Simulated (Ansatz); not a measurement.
# Seebeck coefficient of heavily doped n-type CdTe (F-43m)

CdTe (F-43m), n-type; conventional cell a = b = c = 6.4893 Å, α = β = γ = 90.00°. The numbers are results of PBE with spin-orbit coupling, rigid bands (plane waves, PAW; Ansatz, a quantum-chemistry and plane-wave program), not measurements. Geometry: cell and atoms relaxed with PBEsol. Sums run over bands interpolated from the self-consistent mesh; computed gap 0.49 eV. |S| is the size of the Seebeck coefficient, averaged over directions. Temperature 300 K; every row lies over 1.5 times the effective density of states N_c. For a degenerate gas in one parabolic band with a constant relaxation time, |S| = π²k_B²T·m*/(eħ²(3π²n)^(2/3)), a line through zero in x = (n/10¹⁹ cm⁻³)^(-2/3) with slope 650 μV/K × m*/mₑ.

| electron density (cm⁻³) | x | |S| (μV/K) |
|---|---|---|
| 1e18 | 4.642 | ? |
| 3e18 | 2.231 | 87 |
| 1e19 | 1.000 | 48 |
| 3e19 | 0.481 | 29 |
| 1e20 | 0.215 | 18 |
| 3e20 | 0.104 | 14 |

Problem. Using a straight line, estimate the missing |S| at x = 4.642 from the other rows, showing the fit.

Solution. With u = x - 0.8, the rows have u = 1.4310, 0.2000, -0.3190, -0.5850, -0.6960. Means: u 0.0062000, |S| 39.2. About the means, the sum of products is 103.36 and the sum of squares of u is 3.0160; the slope is their ratio. Least squares gives |S| = 39.0 + 34.27·u. Residuals (row less fit): -1.0, 2.1, 0.9, -1.0, -1.1; standard error 1.7 (degrees of freedom: 3). The slope gives m* ≈ 34.3/650 = 0.053 mₑ, and the line's value at x = 0 is 12 μV/K, where the simple form has zero. At the withheld row, u = 3.8420, so |S| = 39.0 + 34.27 × 3.8420 = 170.7 μV/K. The calculation gives 147 μV/K, 23.7 μV/K below the prediction (17.8 % of the range of |S| in the table). The row lies outside the fitted rows, so this is an extrapolation. From the scatter of the fitted rows alone, a prediction at this place has a standard error of 4.2 μV/K, so the miss is 5.6 times that.

Left out, since |S| turns up again there as further valleys or bands fill: 1e21 cm⁻³. The withheld row is the least degenerate, at 2.8 times N_c. From the dilute limit the run's density-of-states mass is 0.058 mₑ. Within a few times N_c even one parabolic band lies under the degenerate line, which lowers the slope and lifts the intercept; non-parabolic bands and further valleys enter both too. Series that bend far from a line aren't tabulated. Rigid bands with a gap fixed in temperature, one relaxation time for all states and one kind of carrier; polarons and phonon drag are left out, and so is whether such doping can be reached.
